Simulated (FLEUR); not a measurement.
Worked example: self-consistent single point of Fe (Im-3m, 1 atom in the cell) in FLEUR.

Computed with PBE, all-electron FLAPW (FLEUR), scalar-relativistic valence.

The change in words: lattice scaled by 0.98. Reference geometry:
```yaml
crystal:
  lattice:
    - [-1.41320, 1.41320, 1.41320]
    - [1.41320, -1.41320, 1.41320]
    - [1.41320, 1.41320, -1.41320]
  atoms:
    - { symbol: Fe, position: [0.00000, 0.00000, 0.00000], spin: 4.0 }
```
(The spins are starting values, not results.)

Reference input (self-consistent single point, DFT, PBE, all-electron FLAPW (FLEUR), scalar-relativistic valence): Kmax = 4 1/bohr; GmaxXC = 20 1/bohr; xcFunctional = pbe; jspins = 2; l_soc = F; mode = hist; fermiSmearingEnergy = 0.00367493 Htr; mesh (inpgen div1-3) = 16 16 16; inpgen gamma flag = true; Gmax = 20 1/bohr; numbands = 0; maxIterBroyd = 15. This run's input differs from it in these lines:

```diff
@@ -3,5 +3,5 @@
 &input film=f /
--2.6705552901 2.6705552901 2.6705552901
-2.6705552901 -2.6705552901 2.6705552901
-2.6705552901 2.6705552901 -2.6705552901
+-2.6171440710 2.6171440710 2.6171440710
+2.6171440710 -2.6171440710 2.6171440710
+2.6171440710 2.6171440710 -2.6171440710
 1.0
@@ -42,5 +42,5 @@
          <bravaisMatrix>
-            <row-1>   -2.6705552900999998     2.6705552900999998     2.6705552900999998</row-1>
-            <row-2>    2.6705552900999998    -2.6705552900999998     2.6705552900999998</row-2>
-            <row-3>    2.6705552900999998     2.6705552900999998    -2.6705552900999998</row-3>
+            <row-1>   -2.6171440709999998     2.6171440709999998     2.6171440709999998</row-1>
+            <row-2>    2.6171440709999998    -2.6171440709999998     2.6171440709999998</row-2>
+            <row-3>    2.6171440709999998     2.6171440709999998    -2.6171440709999998</row-3>
          </bravaisMatrix>
```

The program printed (abridged):

```
 Iteration:     1   Distance:      38.52667667 me/bohr^3
 Iteration:     2   Distance:      36.63193413 me/bohr^3
 Iteration:     3   Distance:      18.51060903 me/bohr^3
 Iteration:     4   Distance:      11.11112430 me/bohr^3
 Iteration:     5   Distance:       7.15605252 me/bohr^3
   [... 12 lines left out ...]
 Iteration:    18   Distance:       0.00025700 me/bohr^3
 Iteration:    19   Distance:       0.00008979 me/bohr^3
 Iteration:    20   Distance:       0.00007926 me/bohr^3
 Iteration:    21   Distance:       0.00000786 me/bohr^3
 Run finished successfully
 Stop message:
   Structural relaxation: Done

[file out, last iteration]
             iter=     22
[...]
          total density-effective poten   -2.0232959437E+03
          total charge density-energy d   -5.5978308061E+01
 Updated energy parameters for spin:           1
 Updated energy parameters for spin:           2
[...]
 fermi energy and band-weighting factors:

[...]
FERMIE:
          first approx. to ef    (T=0)  :   0.453335 htr   (energy of the highest occ. eigenvalue)
          number of occ. states  (T=0)  :       2318
          first approx. to seigv (T=0)  : -11.544089 htr
          sum of weights of occ. states :  16.008789
          sum of semicore charge        :   0.000000 e
FERHIS:  Fermi-Energy by histogram:
          bandgap                     :   0.000055 htr
   [... lines left out ...]
          charge neutrality (T=0)     :   0.008789    (zero if the highest occ. eigenvalue is "entirely" occupied)
     EF_NEWTON:  Adjust Fermi-Energy by Newton-Method.
 Direct bandgap for spin            1 :    6.9897819165897213E-003  Htr
 Direct bandgap for spin            2 :    9.1683042367752821E-003  Htr
 ---->    free energy=                     -1272.8043832893 htr
   [... lines left out ...]
SPIN-1 FORCE FOR ATOM TYPE=  1  X=  0.000   Y=  0.000   Z=  0.000      FX_SP = 0.000000 FY_SP = 0.000000 FZ_SP = 0.000000
SPIN-2 FORCE FOR ATOM TYPE=  1  X=  0.000   Y=  0.000   Z=  0.000      FX_SP = 0.000000 FY_SP = 0.000000 FZ_SP = 0.000000
 ***** TOTAL FORCES ON ATOMS *****
 TOTAL FORCE FOR ATOM TYPE=  1  X=  0.000   Y=  0.000   Z=  0.000
                       FX_TOT= 0.000000 FY_TOT= 0.000000 FZ_TOT= 0.000000
 Structural relaxation: Done
```

The run converged in 21 iterations. FLEUR gives forces in its relaxation mode, with a further iteration, so its stop message speaks of a relaxation. Against the reference run the free energy goes up by 30.5 meV/atom and the size of the net moment goes from 2.15 to 2.04 μB/atom.

The starting cell comes from a database of computed structures (which also holds hypothetical and non-ambient phases and stackings), without a prior relaxation at this level. Its lattice was rescaled by a random factor within 2.5 % of one. For this run, on top of that: lattice scaled by 0.98. With one magnetic atom in the cell only a parallel order is possible. Values depend on the basis (sphere radii, cutoffs, local orbitals), which need not be converged. The log's line on a gap gives a spacing of levels on this mesh, which the program prints for metals too.

Cost on one core of a shared machine: roughly 70 s.
